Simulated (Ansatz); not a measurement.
**AlN (model structure, Fm-3m, No. 225, 6 atoms in the cell; like a known high-pressure phase)**

Computed with r²SCAN+rVV10 in Ansatz (plane waves, PAW).

Numerical settings: plane-wave cutoff 560 eV, 12×12×6 k mesh (along the axes of the cell as run), Fermi–Dirac smearing 0.01 eV, scalar-relativistic PAW data made under PBE.

Cell (relaxed at this level):

```yaml
crystal:
  lattice:
    - [2.85191, 0.00000, 0.00000]
    - [-1.42595, 2.46982, 0.00000]
    - [0.00000, 0.00000, 6.98573]
  atoms:
    - { symbol: Al, position: [0.66666, 0.00000, 0.66667] }
    - { symbol: Al, position: [0.00000, 0.66666, 0.33333] }
    - { symbol: Al, position: [0.33334, 0.33334, 0.00000] }
    - { symbol: N, position: [0.66667, 0.00000, 0.16667] }
    - { symbol: N, position: [0.00000, 0.66667, 0.83333] }
    - { symbol: N, position: [0.33333, 0.33333, 0.50000] }
```

| Item | Result |
|---|---|
| band gap | 5.54 eV (on the SCF k mesh) |

Static lattice: no zero-point or thermal effects.

It cost about 2.9 core-minutes (a rough figure) of CPU time.

A model structure was made by putting elements into a prototype or built by hand; it is no filed structure, need not be a known phase, and can be a saddle point held by its symmetry.

Ansatz is a quantum-chemistry and plane-wave program.
